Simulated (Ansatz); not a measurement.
**MnO2: pressure −2 GPa**

The reference is MnO2 (space group Fd-3m, No. 227; a = 8.011 Å; ferromagnetic; a cell from a computed database, its experimental status unchecked).

The change: hydrostatic tension (pressure −2 GPa).

Method: Ansatz (an electronic-structure program), PBEsol, PAW, cutoff 420 eV, scalar-relativistic without spin-orbit coupling. Settings: 6×6×6 k-points, 0.05 eV Fermi–Dirac smearing.

```tsv
quantity	base	changed	shift
volume per atom	10.71 Å³	10.91 Å³	+0.20 Å³
shortest interatomic distance	1.897 Å	1.903 Å	+0.006 Å
enthalpy H = E + PV relative to the base's energy	–	-0.13 eV/atom	–
band gap	0.33 eV	0.39 eV	+0.06 eV
gap character	indirect, K → Γ	indirect, K → Γ	–
smallest direct gap	0.50 eV	0.50 eV	0.00 eV
mean gap deformation potential ΔEg/Δln V	–	+3.3 eV	–
width of the top valence band	1.47 eV	1.41 eV	-0.06 eV
electron mass (degenerate bands, along [100])	0.70, 0.87 mₑ (at Γ)	0.73, 0.91 mₑ (at Γ)	–
magnetic state	ferromagnetic	ferromagnetic	–
largest site moment	2.46 μB	2.48 μB	+0.014 μB
```

Final structure:

```xyz
12
Lattice="0.0000 4.0300 4.0300 4.0300 0.0000 4.0300 4.0300 4.0300 0.0000" Properties=species:S:1:pos:R:3 pbc="T T T"
Mn     3.0225     1.0075     3.0225
Mn     1.0075     1.0075     1.0075
Mn     1.0075     3.0225     3.0225
Mn     3.0225     3.0225     1.0075
O      7.1723     4.9175     4.9175
O      5.1574     5.1574     2.9026
O      4.9175     7.1723     4.9175
O      2.9026     2.9026     2.9026
O      7.1723     7.1723     7.1723
O      5.1574     2.9026     5.1574
O      4.9175     4.9175     7.1723
O      2.9026     5.1574     5.1574
```

Load acts through the strain it causes; cell and atoms are relaxed under it. Effective masses come from finite differences of ±0.01 Å⁻¹. Whether these cells are dynamically stable was not tested. No Hubbard U is applied and the magnetic state is the run's own (MnO2 ferromagnetic); small cells can't hold the antiferromagnetic order that many such compounds have, so gaps and moments can be off. Where the two band edges lie in opposite spin channels, the gap is a spin-flip gap.
